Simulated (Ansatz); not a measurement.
**Ga (model structure, started from the lonsdaleite type, P6/mmm, No. 191, 4 atoms in the cell)**

Computed with r²SCAN (PAW; Ansatz, a quantum-chemistry and plane-wave program).

Numerical settings: plane-wave cutoff 560 eV, 18×18×10 k mesh (along the axes of the cell as run), Fermi–Dirac smearing 0.05 eV, scalar-relativistic PAW data made under PBE.

Cell (relaxed at this level):

Space group P6/mmm (No. 191); a = b = 4.3592 Å, c = 2.7227 Å, α = β = 90.00°, γ = 120.00°

```json
[
 {"atom": "Ga", "site": "2c", "symmetry": "-6m2", "x": "0.3333", "y": "0.6667", "z": "0.0000"}
]
```
(The calculation used a cell of 4 atoms; values per cell refer to that cell.)

```
Quantity                 Value
---------------  -------------
band gap         zero (no gap)
bulk modulus B0       47.8 GPa
```

Note: the bulk modulus is −V dP/dV from two relaxed cells at ±2 % in volume; the relaxation could raise the start's symmetry but not lower it, so the cell can be a saddle point.

Spin–orbit coupling is not included.

Static lattice: no zero-point or thermal effects.

A model structure was made by putting elements into a prototype or built by hand; it is no filed structure, need not be a known phase, and can be a saddle point held by its symmetry.
